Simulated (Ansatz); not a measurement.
The reference is WS2 (space group P6_3/mmc, No. 194; a = 3.154 Å, c = 12.141 Å; layered, stacked along the Cartesian z axis). Axes: x lies along a and z along c of the hexagonal cell.

Computed with PBE-D3(BJ) (Ansatz, a quantum-chemistry and plane-wave program; PAW; 420 eV plane waves; no spin-orbit coupling).

For the base:

The width of the top valence band is 1.88 eV. The hole mass is 0.88 mₑ along c, 0.55 mₑ across (at Γ).

Modification: biaxial strain −1.80 %, plane normal [001], relaxed out of plane (Cartesian); in-plane vectors clamped, the third vector and the atoms free.

How does this affect the width of the top valence band?

The width of the top valence band shrinks by 0.05 eV to 1.83 eV.

Predict the new out-of-plane strain.

The out-of-plane strain comes out as +0.58 %.

Estimate the effect on the hole mass.

The hole mass becomes 0.76 mₑ out of plane, 0.68 mₑ in plane (at Γ) (base: 0.88 mₑ along c, 0.55 mₑ across (at Γ)).

With W present, leaving out spin-orbit coupling can change the band edges. The levels and masses belong to the bands next to the band gap. Effective masses come from finite differences of ±0.01 Å⁻¹. Whether these cells are dynamically stable was not tested.
